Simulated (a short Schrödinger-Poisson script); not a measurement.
Structure: MOS inversion layer, SiO2 on p-type Si(100), at 300 K.

From the gate side: 2.6 nm SiO2; 300 nm Si, acceptors 2e18 cm⁻³.

Constants are typed, rounded textbook-type inputs, not results; the design itself was drawn at random and stands for no fabricated device. SiO2: permittivity 3.9, conduction-band edge (eV) 3.15, gap (eV) 9, electron mass (mₑ) 0.5. Si: permittivity 11.7, conduction-band edge (eV) 0, gap (eV) 1.124, Nv at 300 K (cm⁻³) 3.1e19.

Channel valleys (confinement mass, in-plane density-of-states mass, number): Δ2 0.916, 0.19, 2; Δ4 0.19, 0.417, 4. At the gate the conduction-band edge of layer 1 lies 3.46 eV − eVg above the Fermi level of the channel; the field vanishes at the back. Gaps are held at their typed values at every temperature. Mesh 0.03 nm at interfaces.

From a short Schrödinger-Poisson script (our own, NumPy): 1D Poisson equation in equilibrium, electrons quantum, Hartree (BenDaniel-Duke, 12 states a valley, the channel's in-plane mass for all, wave functions ending at the dielectric), parabolic valleys, classical holes, full ionisation, no traps, pinning or gate leakage.

```
Vg (V)  electrons (cm⁻²)  C (μF/cm²)  Δ2 E0 (meV from the Fermi level)  Δ4 E0 (meV from the Fermi level)
------  ----------------  ----------  --------------------------------  --------------------------------
0.9               6.19e9       0.331                             170.9                             267.8
1                7.82e10       0.504                             104.9                             204.5
1.1              3.93e11       0.821                              62.1                             164.2
1.2              9.08e11       0.972                              38.8                             143.4
1.3              1.51e12        1.04                              23.8                             130.8
1.4              2.15e12        1.07                              12.7                             121.9
1.5              2.81e12        1.10                               3.6                             115.1
1.6              3.49e12        1.11                              -4.1                             109.5
1.7              4.18e12        1.12                             -11.0                             104.8
1.8              4.87e12        1.13                             -17.3                             100.7
1.9              5.57e12        1.14                             -23.1                              96.9
2                6.28e12        1.14                             -28.6                              93.6
2.1              6.99e12        1.15                             -33.8                              90.4
2.2              7.70e12        1.15                             -38.8                              87.5
2.3              8.42e12        1.15                             -43.6                              84.7
2.4              9.13e12        1.16                             -48.3                              82.1
```

Gate voltages with under 1e9 electrons/cm² are left out.

Task: At Vg = 2.4 V the lowest Δ2 subband lies at -48.3 meV from the Fermi level. How many electrons does it hold, and what share of all?

Result: The two-dimensional density of states is g m/(πħ²) = 1.59e11 cm⁻² meV⁻¹ (both spins), kT = 25.9 meV, so n = D kT ln(1 + exp(−E/kT)) = 8.26e12 cm⁻², 0.90 of the 9.13e12 cm⁻² in all.

Task: Compare the slope of the sheet density between 2.2 and 2.4 V with the geometric capacitance of the layers between gate and channel.

Result: q Δn/ΔV = 1.15 μF/cm²; ε0/Σ(t/ε) = 1.33 μF/cm². The ratio is 0.86: the channel acts as a further capacitance in series.
